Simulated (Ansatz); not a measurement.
Cl_O in alpha quartz

Computed with PBE, PAW (plane waves to 420 eV; Ansatz, a program for electronic structure). The supercell holds 72 host sites (2×2×2 repeats of the unit cell), with a 2×2×2 Γ-centred k-point sampling for the final energies. Site at the start: the O site. Energies of charged states are corrected for periodic images (point charge plus alignment at distant sites). Dielectric constants: PBE linear response of the host. Host gap at this level: 5.68 eV. Finite-size and sampling errors can reach tenths of an eV here. Levels are measured in PBE's own, too narrow, gap. Spin–orbit coupling is left out. Each state is the lowest found from its start.

Formation energies E_f are given with the Fermi level at the valence-band maximum. Chemical conditions: Si-rich (Δμ(O) = -4.16 eV, Δμ(Cl) = -1.63 eV, bounded by SiCl4 (P2_1/c); only phases computed here count, gases as isolated molecules at 0 K). Reference phases: Cl: Cl2 molecule in a box, O: O2 molecule in a box.

In at least one state atoms left their starting sites on relaxation (a large move, or an atom on the emptied site), so the name describes the start.

| charge | moment (μB) | point group | largest move off a lattice site (Å) | image correction with alignment (eV) | E_f, Si-rich (eV) |
|---|---|---|---|---|---|
| +1 | not spin-polarised | C1 | 0.54 | 0.53 | -1.08 |
| 0 | 1.0 | C1 | 1.19 | 0.00 | 3.35 |
| −1 | not spin-polarised | C1 | 1.94 | 0.19 | 6.97 |

Point groups are those of the whole cell at tolerances of 0.03 and 0.1 Å ("near" where only the looser one holds); none is given for unsettled states.

Transition levels above the valence-band maximum: ε(+1/0) = 4.43 eV; ε(0/−1) = 3.62 eV. On the lower envelope of the bound states, inside the gap: (+1/−1) at 4.02 eV; the others aren't thermodynamic.

Flagged in the runs: a host whose relaxation on this sampling wasn't shown to rest, a strain field that reaches the edge of the cell.

All states together cost roughly 4 core-hours.
